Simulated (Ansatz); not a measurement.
Consider interstitial Au in silicon, charge state +1. All values below come from PBE, PAW (plane waves to 420 eV; Ansatz, an electronic-structure program).

Cell of 64 host sites held at the relaxed PBE lattice; a 2×2×2 k-point mesh shifted by half a step; Fermi-Dirac width 0.01 eV, spin-restricted; finite-size errors left in. Static, classical nuclei. Spin-orbit coupling is left out. The charge state is imposed; whether it is stable for some Fermi level was not computed. Sites that were not tried may lie lower.

Barriers: single points on a 3×3×3 k-point mesh shifted by half a step at the bands' geometries.

Relaxed starting cell (atoms counted from 1):

```
CELL_PARAMETERS angstrom
     10.94000     0.00000     0.00000
      0.00000    10.94000     0.00000
      0.00000     0.00000    10.94000
ATOMIC_POSITIONS crystal
  Si 0.00053 0.99914 0.25410
  Si 0.99416 0.00573 0.73531
  Si 0.99924 0.49977 0.25197
  Si 0.00058 0.49806 0.75011
  Si 0.50009 0.00047 0.25213
  Si 0.50160 0.99911 0.75015
  Si 0.50181 0.49794 0.25094
  Si 0.49822 0.50149 0.75047
  Si 0.12417 0.37675 0.12632
  Si 0.12540 0.37520 0.62412
  Si 0.13069 0.86867 0.14128
  Si 0.12426 0.87546 0.62254
  Si 0.62636 0.37308 0.12580
  Si 0.62303 0.37673 0.62549
  Si 0.62296 0.87556 0.12632
  Si 0.62459 0.87434 0.62427
  Si 0.00067 0.25320 0.99994
  Si 0.99917 0.25110 0.50062
  Si 0.99378 0.73453 0.00648
  Si 0.00065 0.74938 0.49878
  Si 0.49975 0.25098 0.00131
  Si 0.50185 0.25021 0.49872
  Si 0.50167 0.74939 0.99983
  Si 0.49821 0.74951 0.50232
  Si 0.12417 0.12552 0.37757
  Si 0.13121 0.14073 0.86951
  Si 0.12544 0.62371 0.37563
  Si 0.12417 0.62179 0.87633
  Si 0.62660 0.12511 0.37405
  Si 0.62295 0.12548 0.87637
  Si 0.62307 0.62469 0.37746
  Si 0.62469 0.62353 0.87506
  Si 0.26522 0.00597 0.00641
  Si 0.25045 0.99917 0.49890
  Si 0.25040 0.49810 0.99996
  Si 0.24999 0.50171 0.50219
  Si 0.74654 0.99917 0.99998
  Si 0.74847 0.00047 0.50061
  Si 0.74837 0.49965 0.00128
  Si 0.74958 0.49801 0.49880
  Si 0.37510 0.37685 0.37762
  Si 0.37614 0.37502 0.87507
  Si 0.37627 0.87431 0.37587
  Si 0.37789 0.87557 0.87635
  Si 0.87463 0.37322 0.37405
  Si 0.87425 0.37676 0.87645
  Si 0.87417 0.87563 0.37763
  Si 0.85912 0.86868 0.86969
  Si 0.24708 0.25391 0.25473
  Si 0.25828 0.25311 0.74191
  Si 0.25841 0.74153 0.25350
  Si 0.24653 0.75321 0.75404
  Si 0.75287 0.24691 0.24763
  Si 0.74592 0.25385 0.75356
  Si 0.74601 0.75270 0.25455
  Si 0.74685 0.74145 0.74216
  Si 0.37762 0.13291 0.13418
  Si 0.37901 0.12210 0.62155
  Si 0.37903 0.62083 0.12274
  Si 0.37189 0.62775 0.62865
  Si 0.87836 0.12144 0.12224
  Si 0.86653 0.13295 0.62300
  Si 0.86651 0.62189 0.13378
  Si 0.87779 0.62086 0.62158
  Au 0.06087 0.93904 0.93966
```
Cell charge +1.

End state 1 differs by these moves (Å; atoms that move under 0.08 Å are left out):

```csv
atom,element,Δx,Δy,Δz
2,Si,-0.12,-0.35,-0.10
9,Si,0.10,0.07,0.13
11,Si,-0.09,0.09,-0.21
12,Si,0.12,-0.07,0.01
14,Si,0.06,-0.05,0.04
15,Si,0.02,-0.07,0.06
17,Si,0.06,0.17,0.14
19,Si,0.05,0.13,-0.08
26,Si,0.20,0.10,0.25
33,Si,-0.10,-0.06,-0.02
48,Si,0.04,-0.15,0.00
49,Si,0.07,-0.06,0.00
51,Si,-0.13,0.11,-0.06
52,Si,0.08,-0.08,0.00
53,Si,-0.09,0.08,0.03
54,Si,0.08,-0.08,0.00
55,Si,0.07,-0.07,-0.01
56,Si,-0.10,-0.01,0.01
57,Si,0.02,-0.09,-0.06
59,Si,-0.05,0.06,0.03
61,Si,-0.05,0.07,0.13
62,Si,0.05,-0.11,-0.04
63,Si,0.10,0.01,-0.08
65,Au,-1.18,1.34,-0.18
```

**Question.** Predict the forward and backward barriers to end state 1 from PBE, PAW.

**Answer.** forward 0.084 eV, backward 0.048 eV; at the saddle point atom 65 has neighbours 2 Si at 2.50, 2 Si at 2.52, Si at 2.75, Si at 2.78, 2 Si at 2.79, Si at 2.81, Si at 2.83 Å. The check of the saddle point's order was inconclusive, and it lies on a symmetry element of the cell, where a band can be held.

End state 2 differs by these moves (Å; atoms that move under 0.08 Å are left out):

| atom | element | Δx | Δy | Δz |
|---|---|---|---|---|
| 2 | Si | -0.11 | 0.00 | 0.10 |
| 11 | Si | -0.06 | 0.08 | -0.13 |
| 12 | Si | -0.06 | -0.07 | -0.13 |
| 17 | Si | -0.10 | -0.01 | 0.10 |
| 19 | Si | 0.10 | 0.21 | -0.10 |
| 20 | Si | -0.10 | -0.09 | -0.01 |
| 22 | Si | -0.06 | -0.04 | 0.06 |
| 23 | Si | 0.01 | -0.08 | 0.10 |
| 24 | Si | 0.06 | 0.04 | -0.06 |
| 26 | Si | -0.14 | 0.00 | 0.13 |
| 33 | Si | -0.10 | 0.00 | 0.11 |
| 44 | Si | 0.13 | -0.07 | 0.06 |
| 48 | Si | 0.13 | 0.08 | 0.06 |
| 50 | Si | -0.10 | 0.00 | 0.11 |
| 51 | Si | -0.10 | 0.08 | -0.01 |
| 52 | Si | 0.10 | -0.21 | -0.10 |
| 53 | Si | -0.06 | 0.03 | 0.06 |
| 55 | Si | 0.06 | -0.03 | -0.06 |
| 56 | Si | 0.01 | 0.09 | 0.10 |
| 57 | Si | 0.06 | 0.01 | -0.06 |
| 58 | Si | -0.09 | -0.01 | 0.08 |
| 59 | Si | -0.08 | 0.00 | 0.08 |
| 60 | Si | 0.12 | -0.06 | -0.12 |
| 61 | Si | -0.08 | 0.01 | 0.08 |
| 62 | Si | 0.05 | 0.01 | -0.06 |
| 63 | Si | 0.12 | 0.07 | -0.12 |
| 64 | Si | -0.08 | 0.00 | 0.08 |
| 65 | Au | 1.36 | -0.03 | -1.36 |

**Question.** Give the forward and backward barriers to end state 2 at the level PBE, PAW.

**Answer.** forward 0.084 eV, backward 0.084 eV; at the saddle point atom 65 has neighbours 2 Si at 2.51, 2 Si at 2.52, Si at 2.77, 2 Si at 2.78, 2 Si at 2.80, Si at 2.82 Å. The check of the saddle point's order was inconclusive, and it lies on a symmetry element of the cell, where a band can be held.

End state 3 differs by these moves (Å; atoms that move under 0.08 Å are left out):

```json
[
 {"atom": "2", "element": "Si", "Δx": "0.13", "Δy": "-0.13", "Δz": "0.00"},
 {"atom": "9", "element": "Si", "Δx": "0.10", "Δy": "0.01", "Δz": "0.09"},
 {"atom": "11", "element": "Si", "Δx": "-0.10", "Δy": "0.10", "Δz": "-0.21"},
 {"atom": "12", "element": "Si", "Δx": "0.10", "Δy": "-0.10", "Δz": "0.01"},
 {"atom": "13", "element": "Si", "Δx": "-0.06", "Δy": "0.06", "Δz": "-0.03"},
 {"atom": "14", "element": "Si", "Δx": "0.05", "Δy": "-0.06", "Δz": "0.03"},
 {"atom": "15", "element": "Si", "Δx": "-0.01", "Δy": "-0.10", "Δz": "0.08"},
 {"atom": "17", "element": "Si", "Δx": "0.06", "Δy": "0.13", "Δz": "0.07"},
 {"atom": "19", "element": "Si", "Δx": "0.06", "Δy": "0.13", "Δz": "-0.07"},
 {"atom": "26", "element": "Si", "Δx": "0.11", "Δy": "-0.11", "Δz": "0.00"},
 {"atom": "33", "element": "Si", "Δx": "-0.13", "Δy": "-0.06", "Δz": "-0.07"},
 {"atom": "37", "element": "Si", "Δx": "-0.13", "Δy": "-0.06", "Δz": "0.07"},
 {"atom": "48", "element": "Si", "Δx": "0.11", "Δy": "-0.11", "Δz": "0.00"},
 {"atom": "49", "element": "Si", "Δx": "0.08", "Δy": "-0.08", "Δz": "0.00"},
 {"atom": "51", "element": "Si", "Δx": "-0.12", "Δy": "0.12", "Δz": "-0.06"},
 {"atom": "52", "element": "Si", "Δx": "0.08", "Δy": "-0.08", "Δz": "-0.01"},
 {"atom": "53", "element": "Si", "Δx": "-0.12", "Δy": "0.12", "Δz": "0.06"},
 {"atom": "54", "element": "Si", "Δx": "0.08", "Δy": "-0.08", "Δz": "0.01"},
 {"atom": "55", "element": "Si", "Δx": "0.08", "Δy": "-0.08", "Δz": "0.00"},
 {"atom": "56", "element": "Si", "Δx": "-0.06", "Δy": "0.06", "Δz": "0.00"},
 {"atom": "57", "element": "Si", "Δx": "-0.01", "Δy": "-0.10", "Δz": "-0.09"},
 {"atom": "59", "element": "Si", "Δx": "-0.06", "Δy": "0.06", "Δz": "0.03"},
 {"atom": "60", "element": "Si", "Δx": "0.06", "Δy": "-0.05", "Δz": "-0.03"},
 {"atom": "61", "element": "Si", "Δx": "-0.10", "Δy": "0.10", "Δz": "0.21"},
 {"atom": "62", "element": "Si", "Δx": "0.10", "Δy": "-0.10", "Δz": "-0.01"},
 {"atom": "63", "element": "Si", "Δx": "0.10", "Δy": "0.01", "Δz": "-0.08"},
 {"atom": "65", "element": "Au", "Δx": "-1.33", "Δy": "1.33", "Δz": "0.00"}
]
```

**Question.** What forward and backward barriers to end state 3 does PBE, PAW give?

**Answer.** forward 0.084 eV, backward 0.084 eV; at the saddle point atom 65 has neighbours 2 Si at 2.50, 2 Si at 2.52, Si at 2.77, 4 Si at 2.79, Si at 2.82 Å. The check of the saddle point's order was inconclusive, and it lies on a symmetry element of the cell, where a band can be held.
